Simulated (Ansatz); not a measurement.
## In2Si2O7, response to strain

Start from In2Si2O7 (space group C2/m, No. 12).

```xyz
11
Lattice="3.3160 -4.3248 0.0000 3.3160 4.3248 0.0000 -1.0364 0.0000 4.6101" Properties=species:S:1:pos:R:3 pbc="T T T"
In     3.3160     1.6642     0.0000
In     3.3160    -1.6642     0.0000
Si     1.0457     0.0000     1.8890
Si     4.5500     0.0000     2.7211
O      4.2592    -1.3561     3.6023
O      1.3365     1.3561     1.0078
O      1.3365    -1.3561     1.0078
O      4.2592     1.3561     3.6023
O     -0.5182     0.0000     2.3050
O      3.7385     0.0000     1.3024
O      1.8572     0.0000     3.3077
```

Cartesian axes are those of the cell as printed.

Strains are applied to the cell and any free atomic positions relax; under biaxial strain the out-of-plane vector relaxes too.

Level of theory: Ansatz (an electronic-structure program), PBEsol, PAW, cutoff 420 eV, scalar-relativistic without spin-orbit coupling.

Notes on the quantities. pressure: mean of the normal stresses, compression positive.

```tsv
variant	band gap	volume per atom	width of the top valence band	pressure
base	2.87 eV	12.02 Å³	0.29 eV	0.00 GPa
biaxial strain −1.12 %, plane normal [001], relaxed out of plane	2.95 eV	11.90 Å³	0.32 eV	1.58 GPa
biaxial strain +1.44 %, plane normal [001], relaxed out of plane	2.74 eV	12.17 Å³	0.26 eV	-1.92 GPa
uniaxial strain ε_xx = −1.62 %	2.98 eV	11.83 Å³	0.35 eV	2.90 GPa
tensor shear ε_xz = +0.86 %	2.82 eV	12.02 Å³	0.30 eV	-0.22 GPa
```

Stability against distortions was not tested.
